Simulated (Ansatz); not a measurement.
How a calculation on Ge (P1, 4 atoms in the cell) responds to its settings

```yaml
crystal:
  lattice:
    - [0.00000, 2.88574, 5.11566]
    - [2.63049, 0.00000, 5.11566]
    - [2.63049, 2.88574, 0.00000]
  atoms:
    - { symbol: Ge, position: [0.80183, 0.78066, 0.18968] }
    - { symbol: Ge, position: [0.21388, 0.21341, 0.80750] }
    - { symbol: Ge, position: [0.27304, 0.72040, 0.26763] }
    - { symbol: Ge, position: [0.71125, 0.28553, 0.73519] }
```

Base run A: LDA (PW92), default PAW files made with PBE (Ansatz, a quantum-chemistry and plane-wave program), self-consistent single point.

Its settings: kpoints.mp_grid.grid = 6 6 6; hamiltonian.xc = lda; hamiltonian.pseudopotentials = {kind: paw} (the program's default PAW files); scf.occupations.method = cold; scf.occupations.width = 0.1 eV.

The starting cell comes from a database of computed structures (which also holds hypothetical and non-ambient phases and stackings), without a prior relaxation at this level. Its atoms were displaced at random from the sites of space group no. 69. In the base run, with a pressure of about -4 GPa the cell is away from its equilibrium volume at this level. Ansatz's pressure includes its estimate of the finite-basis (Pulay) stress.

ΔF is the free energy per atom less that of run A. 

Run A gave: pressure (GPa) -4.20; largest force (eV/Å) 0.490; TS (meV/atom) -0.2.

Runs:
- B: scf.occupations.width = 0.002 eV
- C: scf.occupations.width = 0.01 eV
- D: scf.occupations.width = 0.025 eV
- E: scf.occupations.width = 0.05 eV
- F: scf.occupations.width = 0.15 eV
- G: scf.occupations.width = 0.2 eV
- H: scf.occupations.width = 0.3 eV
- I: scf.occupations.width = 0.5 eV
- J: scf.occupations.width = 0.8 eV

What does run C change against A?

The free energy hardly moves (within 1 meV/atom), the pressure moves little (-4.20 to -4.21 GPa) and the largest force goes from 0.490 to 0.479 eV/Å.

What does run I change against A?

The free energy hardly moves (within 1 meV/atom), the pressure stays near -4.29 GPa while the xx stress (positive for compression) goes from -2.66 to -4.08 GPa and the largest force goes from 0.490 to 0.457 eV/Å.

What does run J change against A?

The free energy goes up by 2.6 meV/atom, the pressure goes from -4.20 to -4.39 GPa and the largest force goes from 0.490 to 0.443 eV/Å.

```json
[
 {"run": "A", "ΔF (meV/atom)": "0.00", "pressure (GPa)": "-4.20", "largest force (eV/Å)": "0.490", "TS (meV/atom)": "-0.2"},
 {"run": "B", "ΔF (meV/atom)": "0.06", "pressure (GPa)": "-4.21", "largest force (eV/Å)": "0.475", "TS (meV/atom)": "0.0"},
 {"run": "C", "ΔF (meV/atom)": "0.06", "pressure (GPa)": "-4.21", "largest force (eV/Å)": "0.479", "TS (meV/atom)": "0.0"},
 {"run": "D", "ΔF (meV/atom)": "0.05", "pressure (GPa)": "-4.20", "largest force (eV/Å)": "0.482", "TS (meV/atom)": "0.0"},
 {"run": "E", "ΔF (meV/atom)": "0.03", "pressure (GPa)": "-4.20", "largest force (eV/Å)": "0.484", "TS (meV/atom)": "0.1"},
 {"run": "F", "ΔF (meV/atom)": "0.05", "pressure (GPa)": "-4.21", "largest force (eV/Å)": "0.484", "TS (meV/atom)": "0.1"},
 {"run": "G", "ΔF (meV/atom)": "-0.02", "pressure (GPa)": "-4.21", "largest force (eV/Å)": "0.476", "TS (meV/atom)": "0.4"},
 {"run": "H", "ΔF (meV/atom)": "-0.12", "pressure (GPa)": "-4.24", "largest force (eV/Å)": "0.472", "TS (meV/atom)": "-0.4"},
 {"run": "I", "ΔF (meV/atom)": "0.68", "pressure (GPa)": "-4.29", "largest force (eV/Å)": "0.457", "TS (meV/atom)": "-2.0"},
 {"run": "J", "ΔF (meV/atom)": "2.6", "pressure (GPa)": "-4.39", "largest force (eV/Å)": "0.443", "TS (meV/atom)": "-10.1"}
]
```

Keys are those of Ansatz 0.2.
